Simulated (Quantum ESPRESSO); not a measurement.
Worked example: self-consistent single point of La₃Hg (I4/mmm, 4 atoms in the cell) in Quantum ESPRESSO.

Method: PBEsol, SSSP 1.1.2 efficiency (PBE) pseudopotentials (plane waves; Quantum ESPRESSO 7.5).

```xyz
4
Lattice="2.4709 -2.4709 5.2209 2.4709 2.4709 5.2209 -2.4709 -2.4709 5.2209" Properties=species:S:1:pos:R:3 pbc="T T T"
La    -2.4709     0.0000     2.6105
La     0.0000     2.4709     2.6105
La     0.0000     0.0000     5.2209
Hg     0.0000     0.0000     0.0000
```

Reference input (self-consistent single point, DFT, LDA (PZ), plane waves, GBRV 1.5 ultrasoft (LDA) pseudopotentials): ecutwfc = 40 Ry; ecutrho = 200 Ry; occupations = smearing; smearing = fermi-dirac; degauss = 0.0073499 Ry; potentials = {La: la_lda_v1.uspp.F.UPF, Hg: hg_lda_v1.uspp.F.UPF}; K_POINTS = automatic 7 7 7 0 0 0; conv_thr = 1e-10 Ry; mixing_beta = 0.5. This run's input differs from it in these lines:

```diff
@@ -14,4 +14,4 @@
  ntyp = 2
- ecutwfc = 40
- ecutrho = 200
+ ecutwfc = 60
+ ecutrho = 480
  occupations = 'smearing'
@@ -19,2 +19,3 @@
  degauss = 0.0073499
+ input_dft = 'pbesol'
 /
@@ -25,4 +26,4 @@
 ATOMIC_SPECIES
-La   138.9055  la_lda_v1.uspp.F.UPF
-Hg   200.5920  hg_lda_v1.uspp.F.UPF
+La   138.9055  La.GGA-PBE-paw-v1.0.UPF
+Hg   200.5920  Hg_ONCV_PBE-1.0.oncvpsp.upf
 ATOMIC_POSITIONS {angstrom}
```

Output, abridged:

```
     Self-consistent Calculation

     iteration #  1     ecut=    60.00 Ry     beta= 0.50

     Threshold (ethr) on eigenvalues was too large:
     Diagonalizing with lowered threshold

     total energy              =   -1664.90792957 Ry
     estimated scf accuracy    <       0.45676396 Ry

     iteration #  2     ecut=    60.00 Ry     beta= 0.50

     total energy              =   -1665.10356746 Ry
     estimated scf accuracy    <       0.35079075 Ry

     iteration #  3     ecut=    60.00 Ry     beta= 0.50

     total energy              =   -1665.14195340 Ry
     estimated scf accuracy    <       0.02918885 Ry

   [... 16 blocks of this kind left out ...]

     iteration # 20     ecut=    60.00 Ry     beta= 0.50

     total energy              =   -1665.16028301 Ry
     estimated scf accuracy    <          4.2E-10 Ry

     iteration # 21     ecut=    60.00 Ry     beta= 0.50
     End of self-consistent calculation

     the Fermi energy is    12.4031 ev

!    total energy              =   -1665.16028301 Ry
     estimated scf accuracy    <          1.0E-11 Ry
     smearing contrib. (-TS)   =      -0.01315586 Ry
     internal energy E=F+TS    =   -1665.14712715 Ry

     convergence has been achieved in  21 iterations

     Forces acting on atoms (cartesian axes, Ry/au):

     atom    1 type  1   force =    -0.00000000    0.00000000    0.00000000
   [... zero for the other atoms too ...]

     Total force =     0.000000     Total SCF correction =     0.000000

          total   stress  (Ry/bohr**3)                   (kbar)     P=      -27.46
  -0.00018242   0.00000000   0.00000000          -26.83        0.00        0.00
   0.00000000  -0.00018242  -0.00000000            0.00      -26.83       -0.00
   0.00000000  -0.00000000  -0.00019518            0.00       -0.00      -28.71

   JOB DONE.
```

The run converged in 21 iterations. Against the reference run the pressure goes from -4.25 to -2.75 GPa. The full log also holds: “c_bands:  4 eigenvalues not converged”.

The starting cell comes from a database of computed structures (which also holds hypothetical and non-ambient phases and stackings), without a prior relaxation at this level. Its lattice was rescaled by a random factor within 2.5 % of one. Spin-orbit coupling is off.

Cost on one core of a shared machine: roughly 8 min.
